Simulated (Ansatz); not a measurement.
Take Al₂O₃ in the corundum structure (space group R-3c, No. 167; a = 4.809 Å, c = 13.124 Å (hexagonal axes)) as the base. Axes: x lies along a and z along c of the hexagonal cell.

Calculations: PBE (Ansatz, a program for electronic structure; PAW; 420 eV plane waves; no SOC).

Before the change:

| Item | Result |
|---|---|
| Electron mass | 0.38 mₑ along c, 0.36 mₑ across (at Γ) |

One thing is altered: biaxial strain +2.25 %, plane normal [001], relaxed out of plane (Cartesian); in-plane vectors clamped, the third vector and the atoms free.

### Question
What does the calculation give for the electron mass after the change?

### Answer
The electron mass goes from 0.38 mₑ along c, 0.36 mₑ across (at Γ) to 0.38 mₑ out of plane, 0.34 mₑ in plane (at Γ).

### Question
Estimate the effect on the energy relative to the base.

### Answer
The energy rises by 14 meV/atom.

### Question
Estimate the effect on the ratio −ε⊥/ε∥.

### Answer
The ratio −ε⊥/ε∥ amounts to 0.46.

The levels and masses belong to the bands next to the band gap. Masses are band curvatures over ±0.01 Å⁻¹ around the edge. No phonon test of stability was made.
